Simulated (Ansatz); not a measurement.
Base system: CuI in the zinc blende structure (space group F-43m, No. 216; a = 6.023 Å). Axes: x, y, z lie along the cube axes.

Now apply this change: biaxial strain −0.65 %, plane normal [111], relaxed out of plane (Cartesian); in-plane vectors clamped, the third vector and the atoms free.

Levels (all Ansatz, a first-principles code, PAW): r2SCAN (500 eV, scalar-relativistic without spin-orbit coupling); HSE06+SOC (420 eV, noncollinear with spin-orbit coupling).

The geometry is relaxed with r2SCAN.

```
Property                                     Value
----------------------------  --------------------
r2SCAN valence-band top at Γ  0.00, 0.00, -0.02 eV
r2SCAN band gap                            1.69 eV
```

How does going to HSE06+SOC change the valence-band top at Γ and band gap?

The valence-band top at Γ (three highest Kramers pairs, from the VBM) changes from 0.00, 0.00, -0.02 eV to 0.00, -0.02, -0.66 eV; the band gap rises by 0.758 eV, from 1.69 eV to 2.44 eV.

Single points use the geometry relaxed with r2SCAN. The spin-orbit shifts are approximate. Spin-orbit coupling, missing from the scalar runs, can matter with I. Stability against distortions was not tested. The runs without spin-orbit coupling are not spin-polarised.
